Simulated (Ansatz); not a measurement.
Consider MgTe in the wurtzite structure (space group P6_3mc, No. 186; a = 4.509 Å, c = 7.338 Å). Axes: x lies along a and z along c of the hexagonal cell.

Level of theory: Ansatz (an electronic-structure program) LDA, no spin-orbit coupling.

Base values:

The pressure is 0.0 kbar and the shortest interatomic distance is 2.757 Å.

One thing is altered: uniaxial strain ε_zz = +3.00 %, all other strain components held at zero, atoms relaxed at fixed cell.

What happens to the energy relative to the base?

The energy increases by 5.4 meV/atom.

Predict the new largest internal atomic displacement.

The largest internal atomic displacement is 0.021 Å.

Predict the new pressure.

The pressure (mean of the normal stresses, compression positive) goes from zero to -10.9 kbar.

How does this affect the shortest interatomic distance?

The shortest interatomic distance increases by 0.0235 Å (2.757 Å → 2.780 Å).

Stability against distortions was not tested.
